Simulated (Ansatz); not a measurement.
This concerns the formation energy of Ta_Mo in Mo (bcc, Im-3m). Reaction: 63 Mo (bcc) + Ta (bcc) → cell A.

Cell A: a supercell of 64 sites of Mo (bcc, Im-3m) with Ta on a Mo site (8 Mo at 2.76 Å); spin state with PBE: run without spin, k-point mesh 4×4×4.
```yaml
crystal:
  lattice:
    - [10.95032, 0.00000, 0.00000]
    - [-3.65011, 10.32406, 0.00000]
    - [-3.65011, -5.16203, 8.94090]
  atoms:
    - { symbol: Mo, position: [0.00000, 0.00000, 0.00000] }
    - { symbol: Mo, position: [0.99981, 0.99981, 0.25002] }
    - { symbol: Mo, position: [0.00000, 0.00000, 0.50000] }
    - { symbol: Mo, position: [0.00019, 0.00019, 0.74998] }
    - { symbol: Mo, position: [0.99981, 0.25002, 0.99981] }
    - { symbol: Mo, position: [0.99945, 0.24972, 0.24972] }
    - { symbol: Mo, position: [0.99981, 0.24980, 0.50000] }
    - { symbol: Mo, position: [0.00000, 0.25000, 0.75000] }
    - { symbol: Mo, position: [0.00000, 0.50000, 0.00000] }
    - { symbol: Mo, position: [0.99981, 0.50000, 0.24980] }
    - { symbol: Mo, position: [0.00000, 0.50000, 0.50000] }
    - { symbol: Mo, position: [0.00019, 0.50000, 0.75020] }
    - { symbol: Mo, position: [0.00019, 0.74998, 0.00019] }
    - { symbol: Mo, position: [0.00000, 0.75000, 0.25000] }
    - { symbol: Mo, position: [0.00019, 0.75020, 0.50000] }
    - { symbol: Mo, position: [0.00055, 0.75028, 0.75028] }
    - { symbol: Mo, position: [0.25002, 0.99981, 0.99981] }
    - { symbol: Mo, position: [0.24972, 0.99945, 0.24972] }
    - { symbol: Mo, position: [0.24980, 0.99981, 0.50000] }
    - { symbol: Mo, position: [0.25000, 0.00000, 0.75000] }
    - { symbol: Mo, position: [0.24972, 0.24972, 0.99945] }
    - { symbol: Mo, position: [0.24820, 0.24820, 0.24820] }
    - { symbol: Mo, position: [0.24964, 0.24964, 0.50000] }
    - { symbol: Mo, position: [0.24980, 0.24980, 0.74998] }
    - { symbol: Mo, position: [0.24980, 0.50000, 0.99981] }
    - { symbol: Mo, position: [0.24964, 0.50000, 0.24964] }
    - { symbol: Mo, position: [0.24820, 0.50000, 0.50000] }
    - { symbol: Mo, position: [0.24972, 0.50000, 0.75028] }
    - { symbol: Mo, position: [0.25000, 0.75000, 0.00000] }
    - { symbol: Mo, position: [0.24980, 0.74998, 0.24980] }
    - { symbol: Mo, position: [0.24972, 0.75028, 0.50000] }
    - { symbol: Mo, position: [0.25002, 0.75020, 0.75020] }
    - { symbol: Mo, position: [0.50000, 0.00000, 0.00000] }
    - { symbol: Mo, position: [0.50000, 0.99981, 0.24980] }
    - { symbol: Mo, position: [0.50000, 0.00000, 0.50000] }
    - { symbol: Mo, position: [0.50000, 0.00019, 0.75020] }
    - { symbol: Mo, position: [0.50000, 0.24980, 0.99981] }
    - { symbol: Mo, position: [0.50000, 0.24964, 0.24964] }
    - { symbol: Mo, position: [0.50000, 0.24820, 0.50000] }
    - { symbol: Mo, position: [0.50000, 0.24972, 0.75028] }
    - { symbol: Mo, position: [0.50000, 0.50000, 0.00000] }
    - { symbol: Mo, position: [0.50000, 0.50000, 0.24820] }
    - { symbol: Ta, position: [0.50000, 0.50000, 0.50000] }
    - { symbol: Mo, position: [0.50000, 0.50000, 0.75180] }
    - { symbol: Mo, position: [0.50000, 0.75020, 0.00019] }
    - { symbol: Mo, position: [0.50000, 0.75028, 0.24972] }
    - { symbol: Mo, position: [0.50000, 0.75180, 0.50000] }
    - { symbol: Mo, position: [0.50000, 0.75036, 0.75036] }
    - { symbol: Mo, position: [0.74998, 0.00019, 0.00019] }
    - { symbol: Mo, position: [0.75000, 0.00000, 0.25000] }
    - { symbol: Mo, position: [0.75020, 0.00019, 0.50000] }
    - { symbol: Mo, position: [0.75028, 0.00055, 0.75028] }
    - { symbol: Mo, position: [0.75000, 0.25000, 0.00000] }
    - { symbol: Mo, position: [0.74998, 0.24980, 0.24980] }
    - { symbol: Mo, position: [0.75028, 0.24972, 0.50000] }
    - { symbol: Mo, position: [0.75020, 0.25002, 0.75020] }
    - { symbol: Mo, position: [0.75020, 0.50000, 0.00019] }
    - { symbol: Mo, position: [0.75028, 0.50000, 0.24972] }
    - { symbol: Mo, position: [0.75180, 0.50000, 0.50000] }
    - { symbol: Mo, position: [0.75036, 0.50000, 0.75036] }
    - { symbol: Mo, position: [0.75028, 0.75028, 0.00055] }
    - { symbol: Mo, position: [0.75020, 0.75020, 0.25002] }
    - { symbol: Mo, position: [0.75036, 0.75036, 0.50000] }
    - { symbol: Mo, position: [0.75180, 0.75180, 0.75180] }
```

Reference: Mo (bcc, Im-3m), 64 atoms in the cell, the relaxed perfect crystal repeated, atoms not moved again; spin state with PBE: run without spin, k-point mesh 4×4×4 on the run's own vectors.

Reference: Ta (bcc, Im-3m), 1 atom in the cell, k-point mesh 26×26×26 on the run's own vectors. Conventional cell: a = b = c = 3.320 Å, α = β = γ = 90.00°.

All numbers come from Ansatz (an electronic-structure program), plane waves with PAW, its default PAW set, cutoff 420 eV. The structures are at rest with PBE, within the held lattices. Neutral cells; Fermi-Dirac smearing of at most 0.10 eV in the solids, energies taken to zero width. Larger cells are relaxed from a start prepared with the learned potential CHGNet, on a coarser mesh till forces fall under 0.03 eV/Å, which some starts already meet. A dispersion term (D3(BJ), or D4 for r2SCAN) was computed beside these levels and is taken off wherever the name lacks it. No zero-point or thermal terms. Cells are local rest points, mostly with their start's symmetry. The runs are scalar-relativistic, without spin-orbit coupling. No correction for cell size. Mesh and cell size may move defect energies by 0.1 eV or more. Cell A has symmetry Im-3m within 0.02 Å and got no random move, so less symmetric positions, which may lie lower, weren't tried.

Predict the value from PBE.

-0.47 eV, for 63 Mo (bcc) + Ta (bcc) → cell A.
